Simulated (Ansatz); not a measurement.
Equilibrium lattice constant a of GePt (model structure, started from the CsCl type, Pm-3m, No. 221, 2 atoms in the cell) at several levels of theory

No measured value is used here.

```tsv
level (code)	value (Å)
PBE (Ansatz)	3.191
PBEsol (Ansatz)	(withheld)
PBE-D3(BJ) (Ansatz)	3.150
r²SCAN (Ansatz)	3.158
```

Task: Complete the blanks.

Result: 
- PBEsol (Ansatz, a program for electronic structure), value (Å): 3.143

The crystal itself was run without spin with PBE, PBEsol, PBE-D3(BJ), r²SCAN; a magnetic state was not tried in these runs. Density-functional levels without +SOC have no spin–orbit coupling. Ansatz's density-functional and Hartree–Fock values are scalar-relativistic unless marked +SOC, with PAW data made under PBE.

A model structure was made by putting elements into a prototype or built by hand; it is no filed structure, need not be a known phase, and can be a saddle point held by its symmetry.
